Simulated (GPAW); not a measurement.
Input and output of a band-structure calculation for CrCdF₆ (R-3, 8 atoms in the cell) (GPAW).

Level of theory: PBEsol, GPAW PAW datasets PBEsol (made by gpaw-setup) (plane waves; GPAW).

```yaml
crystal:
  lattice:
    - [2.57000, 1.48379, 4.69167]
    - [-2.57000, 1.48379, 4.69167]
    - [0.00000, -2.96758, 4.69167]
  atoms:
    - { symbol: Cd, position: [0.50000, 0.50000, 0.50000] }
    - { symbol: Cr, position: [0.00000, 0.00000, 0.00000], spin: 3.0 }
    - { symbol: F, position: [0.22000, 0.63000, 0.92500] }
    - { symbol: F, position: [0.92500, 0.22000, 0.63000] }
    - { symbol: F, position: [0.63000, 0.92500, 0.22000] }
    - { symbol: F, position: [0.78000, 0.37000, 0.07500] }
    - { symbol: F, position: [0.07500, 0.78000, 0.37000] }
    - { symbol: F, position: [0.37000, 0.07500, 0.78000] }
```
(The spins are starting values, not results.)

Reference input (self-consistent single point, DFT PBEsol, plane waves, GPAW PAW datasets PBEsol (made by gpaw-setup)): spinpol = true; mode = pw; ecut = 900 eV; xc = PBEsol; kpts = 3 3 3; mesh shift (steps) = 0 0 0; occupations.name = methfessel-paxton; occupations.width = 0.2 eV; occupations.order = 0; nbands = -14; convergence.density = 1e-05 e/electron; symmetry.symmorphic = false. This run's input differs from it in these lines:

```diff
@@ -1,2 +1,3 @@
 from ase import Atoms
+from ase.dft.bandgap import bandgap
 from ase.units import GPa
@@ -23,3 +24,3 @@
             xc='PBEsol',
-            kpts=(3, 3, 3),
+            kpts=(1, 1, 1),
             occupations={'name': 'methfessel-paxton', 'width': 0.2, 'order': 0},
@@ -40 +41,8 @@
 
+path = atoms.cell.bandpath(npoints=50)
+nscf = calc.fixed_density(kpts=path, symmetry='off', nbands=41, convergence={'bands': 36}, eigensolver={'name': 'davidson', 'niter': 3})
+bs = nscf.band_structure()
+print('Path:', path.path)
+bandgap(nscf)
+bandgap(nscf, direct=True)
+
```

Log, with long lists cut:

```
     iter     time        total  log10-change:  magmom
                         energy   eigst   dens
iter:   1 --:--:--   -44.777062                   +2.9807
iter:   2 --:--:--   -43.950277   -1.41  -1.14    +2.2942
iter:   3 --:--:--   -41.772202   -0.70  -1.19    +1.9829
iter:   4 --:--:--   -41.496123   -2.07  -1.45    +1.9864
iter:   5 --:--:--   -41.496196   -1.43  -1.49    +1.9959
iter:   6 --:--:--   -41.475686c  -2.93  -1.71    +1.9960
iter:   7 --:--:--   -41.259025   -1.91  -1.92    +1.9988
iter:   8 --:--:--   -41.257586   -3.47  -2.63    +1.9994
iter:   9 --:--:--   -41.253082c  -4.09  -2.64    +2.0003
   [... lines left out ...]
iter: 100 --:--:--   -41.253446c  -7.38  -4.81    +2.0000

Did not converge!

Here are some tips:

1) Make sure the geometry and spin-state is physically sound.
2) Use less aggressive density mixing.
3) Solve the eigenvalue problem more accurately at each scf-step.
4) Use a smoother distribution function for the occupation numbers.
5) Try adding more empty states.
6) Use enough k-points.
7) Don't let your structure optimization algorithm take too large steps.
8) Solve the Poisson equation more accurately.
9) Better initial guess for the wave functions.

See details here:

    https://gpaw.readthedocs.io/documentation/convergence.html
Traceback (most recent call last):
   [... frames left out ...]
gpaw.KohnShamConvergenceError: Did not converge!  See text output for help.
```

The run ended unconverged in one of its stages. 

The starting cell comes from a database of published, mostly measured structures (it also holds non-ambient and calculated ones), without a prior relaxation at this level.

Cost on one core of a shared machine: roughly 3 min.
